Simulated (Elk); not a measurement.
Band structure of La₃SnC (Pm-3m, 5 atoms in the cell).

```
La3SnC
1.0
    5.10806     0.00000     0.00000
    0.00000     5.10806     0.00000
    0.00000     0.00000     5.10806
La Sn C
3 1 1
Direct
  0.50000   0.00000   0.00000
  0.00000   0.50000   0.00000
  0.00000   0.00000   0.50000
  0.50000   0.50000   0.50000
  0.00000   0.00000   0.00000
```

Computed with PBEsol, all-electron FP-LAPW, Elk's shipped species files, APW+lo basis with extra local orbitals (Elk).

Settings: xctype = 22; rgkmax = 8; stype = 0; swidth = 0.00999582 Ha; ngridk = 7 7 7; gmaxvr = 18 1/bohr; lmaxapw = 10; lmaxo = 8; nxlo = 2; lorbcnd = true; lradstp = 2; nrmtscf = 2; rmtscf = 0.98; lmaxi = 4.

The starting cell comes from a database of computed structures (which also holds hypothetical and non-ambient phases and stackings), without a prior relaxation at this level. Its lattice was rescaled by a random factor within 2.5 % of one. Values depend on the basis (sphere radii, cutoffs, local orbitals), which need not be converged.

Levels in eV from the Fermi level, bands 25 to 32:
```csv
point,25,26,27,28,29,30,31,32
Γ,-0.80,-0.80,-0.80,0.01,0.01,0.01,0.06,0.06
X,-1.28,-1.28,-0.42,-0.39,-0.39,0.51,1.16,1.42
M,-1.93,-1.82,-1.82,-0.86,1.22,1.22,1.28,1.28
R,-3.31,-0.57,-0.57,-0.57,1.04,1.04,1.04,1.52
```

Bands cross the Fermi level along this path, so the cell is metallic at this level.
